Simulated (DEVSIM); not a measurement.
Device: abrupt Ge p-n junction, at 350 K.

```
layer (left to right)  material  thickness (μm)  Nd (cm⁻³)  Na (cm⁻³)  τn (s)  τp (s)
---------------------  --------  --------------  ---------  ---------  ------  ------
1                            Ge            1.70          -     5.1e17  1.7e-6  1.7e-6
2                            Ge            7.80     1.8e16          -  1.7e-6  1.7e-6
```

Left contact: ohmic. Right contact: ohmic. Voltage is applied to the left contact. Recombination: SRH at mid-gap, radiative. Mobility is μmin + (μ − μmin)/(1 + (N/Nref)^α).

The device is made up for the run: typed textbook-type constants, with dimensions and the other settings drawn at random. Values at 300 K; Nc and Nv go as T^1.5, mobilities as T to minus their exponent, the gap by Varshni's rule with the affinity fixed.

```
parameter               Ge
----------------  --------
gap (eV)             0.664
affinity (eV)            4
permittivity            16
Nc (cm⁻³)          1.04e19
Nv (cm⁻³)             6e18
μn (cm²/Vs)           3900
μp (cm²/Vs)           1900
μn,min                 150
μp,min                 100
Nref,n              2.6e17
Nref,p                4e17
αn                    0.56
αp                     0.6
T exponent of μn      1.66
T exponent of μp      2.33
B (cm³/s)          6.4e-14
Varshni α (eV/K)  0.000477
Varshni β (K)          235
```

Simulated with DEVSIM: 1D drift-diffusion, Boltzmann statistics, complete ionisation; no tunnelling, impact ionisation, image-force lowering or self-heating.

The temperature was swept, all else fixed.

| temperature (K) | potential step across the device at zero bias (V) |
|---|---|
| 250 | 0.504 |
| 300 | 0.436 |
| 350 | 0.364 |
| 400 | 0.290 |
| 450 | 0.218 |
| 500 | 0.159 |

From the first row to the last the potential step across the device at zero bias goes from 0.504 to 0.159.
